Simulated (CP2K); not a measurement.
Band structure of AlN (F-43m, 2 atoms in the cell).

```
CELL_PARAMETERS angstrom
      3.10253     0.00000     0.00000
      1.55127     2.68687     0.00000
      1.55127     0.89562     2.53321
ATOMIC_POSITIONS crystal
  Al 0.00000 0.00000 0.00000
  N  0.75000 0.75000 0.75000
```

Method: PBE, GPW, DZVP-MOLOPT-SR-GTH basis, GTH-PBE potentials (GTH_POTENTIALS) in CP2K.

Settings: CUTOFF = 400 Ry; REL_CUTOFF = 60 Ry; SMEAR/METHOD = FERMI_DIRAC; ELECTRONIC_TEMPERATURE = 580.23 K; KPOINTS/SCHEME = MONKHORST-PACK 9 9 9; XC_FUNCTIONAL = PBE; Al/BASIS_SET = DZVP-MOLOPT-SR-GTH-q3; Al/POTENTIAL = GTH-PBE-q3; N/BASIS_SET = DZVP-MOLOPT-SR-GTH-q5; N/POTENTIAL = GTH-PBE-q5; METHOD = GPW; EPS_DEFAULT = 1e-10; EXTRAPOLATION = USE_GUESS; NGRIDS = 4.

The starting cell comes from a database of computed structures (which also holds hypothetical and non-ambient phases and stackings), without a prior relaxation at this level. Its lattice was rescaled by a random factor within 2.5 % of one. Values carry the incompleteness of an atom-centred basis.

Q: Predict the gap along the standard path and the places of the band edges.

A: The gap along the path is 3.31 eV, from a point between K and Γ to X; the smallest direct gap on it is 4.25 eV.

Levels in eV from the top of the valence band on the SCF mesh, bands 1 to 5:
```csv
point,1,2,3,4,5
Γ,-14.89,0.00,0.00,0.00,4.25
X,-12.28,-4.88,-1.75,-1.75,3.31
W,-12.22,-3.76,-3.41,-2.68,6.04
K,-12.30,-4.23,-3.61,-1.35,5.20
L,-12.90,-5.82,-0.47,-0.47,7.35
U,-12.30,-4.23,-3.61,-1.35,5.20
```

Higher empty bands are left out: an atom-centred basis made for the valence describes them poorly.
